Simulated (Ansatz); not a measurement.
System: white tin (β-Sn). Method: r²SCAN+SOC in Ansatz (plane waves, PAW).

Settings: plane-wave cutoff 560 eV, 20×20×20 k mesh, Fermi–Dirac smearing 0.05 eV, PAW data made under PBE.

Cell (relaxed at this level):

```cif
data_Sn4
_chemical_formula_sum 'Sn4'
_space_group_name_H-M_alt 'I41/amd :1'
_space_group_IT_number 141
_space_group_name_Hall 'I 4bw 2bw -1bw'
_cell_length_a 5.88417
_cell_length_b 5.88417
_cell_length_c 3.18641
_cell_angle_alpha 90.000
_cell_angle_beta 90.000
_cell_angle_gamma 90.000
loop_
_atom_site_label
_atom_site_type_symbol
_atom_site_symmetry_multiplicity
_atom_site_Wyckoff_symbol
_atom_site_fract_x
_atom_site_fract_y
_atom_site_fract_z
_atom_site_occupancy
Sn1 Sn 4 a 0.00000 0.00000 0.00000 1
```
(The calculation used a cell of 2 atoms; values per cell refer to that cell.)

Q: Give the computed bulk modulus B0 and pressure derivative B′ of the bulk modulus.

A: 
* **bulk modulus B0**: 53.9 GPa
* **pressure derivative B′ of the bulk modulus**: 4.8

The run finds no gap.

Measured, for comparison: bulk modulus 57.0 GPa (temperature not stated, not corrected to a static lattice; as tabulated in Chen et al. (2023), arXiv:2209.05059). Computed (rounded) less measured: bulk modulus -5 %.

Note: the bulk modulus comes from volumes at which shape and atoms were relaxed.

Static lattice: no zero-point or thermal effects.

The result took about 4 core-hours (a rough figure).

Ansatz is a program for electronic structure.
